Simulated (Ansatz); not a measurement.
**Ag: Ag → Pd**

Take Ag in the hcp (Mg type) structure (space group P6_3/mmc, No. 194; a = 2.903 Å, c = 4.750 Å) as the base.

One thing is altered: every Ag is replaced by Pd, then cell and atoms are relaxed.

The values are results of r2SCAN in Ansatz (plane waves to 500 eV, PAW, no spin-orbit coupling), earlier PAW set, not measurements. Settings: 19×19×10 k-points, 0.05 eV Fermi–Dirac smearing, for the changed cell.

```
quantity                                     base             changed        shift
-----------------------------  ------------------  ------------------  -----------
volume per atom                          17.34 Å³            15.03 Å³    -2.302 Å³
density                               10.33 g/cm³         11.75 g/cm³  +1.42 g/cm³
lattice parameter a                       2.903 Å             2.742 Å     -0.161 Å
c/a ratio                                   1.636               1.684       +0.048
space group                    P6_3/mmc (No. 194)  P6_3/mmc (No. 194)            –
shortest interatomic distance             2.903 Å             2.742 Å     -0.161 Å
band gap                                     zero                zero            –
```

Final structure:

```yaml
crystal:
  lattice:
    - [2.74185, 0.00000, 0.00000]
    - [-1.37092, 2.37451, 0.00000]
    - [0.00000, 0.00000, 4.61813]
  atoms:
    - { symbol: Pd, position: [0.33333, 0.66667, 0.25000] }
    - { symbol: Pd, position: [0.66667, 0.33333, 0.75000] }
```

Whether these cells are dynamically stable was not tested. For Pd in this form, whether it has been made was not checked. All final runs are without spin polarisation. Pd has a high density of states at the Fermi level and may be magnetic at this level. This is not the structure that Pd has at room temperature and ambient pressure. This is not the structure that Ag has at room temperature and ambient pressure.

Ansatz is a program for electronic structure.
